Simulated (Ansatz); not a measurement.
Take AlN in the zinc blende structure (space group F-43m, No. 216) as the base.

Levels (all Ansatz, a first-principles code, PAW, earlier PAW set): PBE (420 eV, no SOC); r2SCAN (500 eV, scalar-relativistic without spin-orbit coupling).

Levels that relaxed their own cell: PBE and r2SCAN.

Measured: band gap 5.34 eV (temperature not stated; as listed in Daiki Deguchi et al., Japanese Journal of Applied Physics (2016)).

Problem. What do the calculations give for these quantities, and how do they miss?

Solution. 
```csv
level,band gap
PBE,3.31 eV
r2SCAN,3.93 eV
```

Computed minus measured — band gap: PBE -2.03 eV, r2SCAN -1.41 eV (closest: r2SCAN). Measured values not marked as corrected hold thermal and zero-point effects that the static-lattice runs lack. A measured gap can be an optical one, lowered by exciton binding.

Stability against distortions was not tested. This is not the structure that AlN has at room temperature and ambient pressure.
